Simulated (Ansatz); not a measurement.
**SnSe2 in the CdI2 type structure (space group P-3m1, No. 164; layered, stacked along the Cartesian z axis)**

```
CELL_PARAMETERS angstrom
      3.82584     0.00000     0.00000
     -1.91292     3.31327     0.00000
      0.00000     0.00000     6.23092
ATOMIC_POSITIONS crystal
  Sn 0.00000 0.00000 0.00000
  Se 0.33333 0.66667 0.25294
  Se 0.66667 0.33333 0.74706
```

The values are results of plane-wave PAW DFT at the r2SCAN+rVV10 level (Ansatz, an electronic-structure program, 500 eV), without spin-orbit coupling, not measurements. Settings: 10×10×6 k-points, 0.05 eV Fermi–Dirac smearing.

| Quantity | Value |
|---|---|
| Volume per atom | 26.33 Å³ |
| Density | 5.82 g/cm³ |
| Band gap | 0.94 eV, indirect, K–Γ (71 % along) → k = (0, -1/2, 1/3) in the run's primitive reciprocal basis |
| Total energy | -5663.882 eV/atom (σ→0; compares only within this code and set-up) |

Whether these cells are dynamically stable was not tested.
